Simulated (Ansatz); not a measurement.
The parent structure is Si in the diamond structure (space group Fd-3m, No. 227; a = 5.434 Å).

Level of theory: PBEsol (Ansatz, a program for electronic structure), scalar-relativistic without spin-orbit coupling.

Strains are applied to the cell and any free atomic positions relax.

One change was made to it. Results:

| quantity | base | after |
|---|---|---|
| width of the top valence band | 3.90 eV | 3.53 eV |
| band gap | 0.47 eV | 0.61 eV |
| energy relative to the base (free energy F) | 0 meV/atom | +43 meV/atom |
| hole mass (degenerate bands, along [100]) | 0.17, 0.26, 0.26 mₑ (at Γ) | 0.13, 0.28, 0.28 mₑ (at Γ) |

What was done to the base?
(A) isotropic strain +3.00 %
(B) isotropic strain +2.50 %
(C) isotropic strain +1.50 %

A, isotropic strain +3.00 %. For comparison, the energy relative to the base in the other runs: isotropic strain +2.50 % gives +30 meV/atom; isotropic strain +1.50 % gives +11 meV/atom.

Effective masses come from finite differences of ±0.01 Å⁻¹. Whether these cells are dynamically stable was not tested.
